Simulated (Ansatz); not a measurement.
**Mg2Si, thickness series**

Start from Mg2Si (space group Fm-3m, No. 225; a = 6.326 Å). Axes: x, y, z lie along the cube axes.

Free-standing slabs (3 atom(s) a layer) normal to [111] with 15 Å of vacuum; in-plane cell held at bulk.

All numbers come from PBEsol in Ansatz (plane waves to 420 eV, PAW, without spin-orbit coupling).

Candidates:
(a) 4 layers
(b) 5 layers
(c) 1 layer
(d) 6 layers

Before the change:

The smallest direct gap is 1.87 eV.

Order them by smallest direct gap, lowest first.

(d) 6 layers (1.03 eV), (c) 1 layer (1.05 eV), (b) 5 layers (1.08 eV), (a) 4 layers (1.16 eV)

Stability against distortions was not tested.

Ansatz is an electronic-structure program.
